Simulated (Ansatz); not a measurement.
## A computed series for Cs2AgBiBr6: response to strain

Take Cs2AgBiBr6 (space group Fm-3m, No. 225; a = 11.187 Å) as the base. Axes: x, y, z lie along the cube axes.

Strains are applied to the cell and any free atomic positions relax; under biaxial strain the out-of-plane vector relaxes too.

Level of theory: plane-wave PAW DFT at the PBEsol level (Ansatz, a program for electronic structure, 420 eV), no spin-orbit coupling.

Candidates:
(a) biaxial strain −2.50 %, plane normal [111], relaxed out of plane
(b) biaxial strain −0.63 %, plane normal [111], relaxed out of plane
(c) biaxial strain −1.25 %, plane normal [111], relaxed out of plane
(d) biaxial strain −1.88 %, plane normal [111], relaxed out of plane

Task: Order them by out-of-plane strain, highest first.

Result: (a) biaxial strain −2.50 %, plane normal [111], relaxed out of plane (+3.11 %), (d) biaxial strain −1.88 %, plane normal [111], relaxed out of plane (+2.32 %), (c) biaxial strain −1.25 %, plane normal [111], relaxed out of plane (+1.53 %), (b) biaxial strain −0.63 %, plane normal [111], relaxed out of plane (+0.76 %)

No phonon test of stability was made.
